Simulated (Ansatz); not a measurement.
Consider Si-vacancy pair (Si on one host Mo site, one Mo site vacant) in bcc Mo, neutral cell. Method: PBE, PAW (plane waves to 420 eV; Ansatz, a quantum-chemistry and plane-wave program).

Cell of 36 host sites held at the relaxed PBE lattice; a 2×2×3 k-point mesh shifted by half a step; Fermi-Dirac width 0.10 eV, spin-restricted; finite-size errors left in. Static, classical nuclei. Forms of the defect that were not tried may lie lower. The order of the sites in energy changes with the mesh.

Barriers: single points on a 3×3×5 k-point mesh shifted by half a step at the bands' geometries.

The step: direct exchange of Si with the vacancy (Si-vacancy distance between ideal sites 2.74 Å throughout). Atoms about the jump, Cartesian Å from the middle of the jump, before and after:

| atom | x0 | y0 | z0 | x1 | y1 | z1 |
|---|---|---|---|---|---|---|
| Si1 | -0.73 | -0.73 | -0.73 | 0.73 | 0.73 | 0.73 |
| Mo2 | -0.77 | 2.32 | -0.77 | -0.80 | 2.37 | -0.79 |
| Mo3 | -2.37 | 0.80 | 0.79 | -2.32 | 0.77 | 0.77 |
| Mo4 | 0.80 | -2.37 | 0.79 | 0.77 | -2.32 | 0.77 |
| Mo5 | 2.32 | -0.77 | -0.77 | 2.37 | -0.80 | -0.79 |
| Mo6 | -0.78 | -0.78 | 2.32 | -0.79 | -0.79 | 2.39 |
| Mo7 | 0.79 | 0.79 | -2.39 | 0.78 | 0.78 | -2.32 |

Question: Where do these atoms stand at the saddle point, and how high is it?

Answer: 
```
atom      x      y      z
----  -----  -----  -----
Si1    0.00   0.00  -0.01
Mo2   -0.80   2.36  -0.81
Mo3   -2.37   0.80   0.79
Mo4    0.80  -2.36   0.79
Mo5    2.36  -0.80  -0.81
Mo6   -0.81  -0.81   2.37
Mo7    0.80   0.80  -2.39
```
It lies 0.48 eV above the start and 0.48 eV above the end. The saddle point's order was not checked, and it lies on a symmetry element of the cell, where a band can be held.
